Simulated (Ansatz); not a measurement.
## MgSe: band gap against strain

MgSe (rock salt, Fm-3m, 19.588 Å³/atom and stress up to 0.01 GPa in the relaxed cell, cube axes along x, y and z) under an engineering shear γ in the xy plane. LDA in Ansatz, a plane-wave DFT program (PAW, default set), 420 eV, 11×11×11 Γ-centred mesh, Fermi-Dirac smearing 0.05 eV; ions are relaxed, or left where forces stay under 0.02 eV/Å, within the symmetry of each cell. Gaps are the smallest over the k-mesh and a band path, without spin-orbit coupling; in all rows the valence edge lies at Γ and the conduction edge at about 1.2 Å⁻¹ from Γ.

Here s stands for strain and Eg for gap.

| strain (%) | gap (eV) |
|---|---|
| 0.00 | 1.72 |
| 0.58 | 1.69 |
| 1.14 | 1.66 |
| 1.72 | 1.62 |
| 4.00 | ? |

Fit Eg of the 4 rows that show it with a straight line. Means: s 0.86000, Eg 1.673. About the means, the sum of products is -0.094400 and the sum of squares of s is 1.6360; the slope is their ratio. Least squares gives Eg = 1.722 - 0.0577·s. Residuals (row less fit): -0.002, 0.001, 0.004, -0.003; standard error 0.004 (degrees of freedom: 2). Over these rows the gap moves by -5.8 ± 0.3 eV per unit strain.

Question: Estimate the missing Eg (s = 4.00); what did the run itself give?

Answer: Eg = 1.722 - 0.0577 × 4.00 = 1.491 eV. The calculation gives 1.47 eV, 0.021 eV below the prediction (8.4 % of the range of Eg in the table). The row lies outside the fitted rows, so this is an extrapolation. The scatter of the fitted rows lies at the last printed digit.

A polynomial of degree 2 through the 7 other runs of the series gives 1.47 there, so most of the miss is curvature that the fit leaves out. Spin-orbit coupling is left out, which can shift this property for MgSe. Rows are the converged runs of the series near zero and its far end, less any whose ions stayed unrelaxed beside relaxed ones; series whose fitted rows scatter by over a few per cent of the range, as at a crossing or softening among them, aren't shown in this form. Most that stay on the fit to the last digits aren't either.
